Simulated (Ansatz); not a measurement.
Start from Si (space group P6_3/mmc, No. 194; a = 3.832 Å, c = 6.342 Å; a cell from a computed database, its experimental status unchecked). Axes: x lies along a and z along c of the hexagonal cell.

Computed with r2SCAN, PAW, 500 eV (Ansatz, a quantum-chemistry and plane-wave program; scalar-relativistic without spin-orbit coupling), earlier PAW set.

Perturbation: the cell is compressed by 1.86 % along z with no lateral relaxation, atoms relaxed at fixed cell.

**Question.** Predict the stress tensor and what it implies for the stiffness.

**Answer.** Stress of the strained cell less that of the base (GPa, compression positive):
```
   0.72    0.00    0.00
   0.00    0.72    0.00
   0.00    0.00    4.40
```

Then −Δσ_ii/ε with ε = -0.0186 gives secant stiffness values (nonlinear terms included at this strain): C33 ≈ 236 GPa, C13 ≈ 39 GPa and C23 ≈ 39 GPa.

As a check, the harmonic strain energy −½ V₀ Δσ:ε is 5.1 meV/atom; the computed energy rise is 5.1 meV/atom.

Stability against distortions was not tested. This is not the structure that Si has at room temperature and ambient pressure.
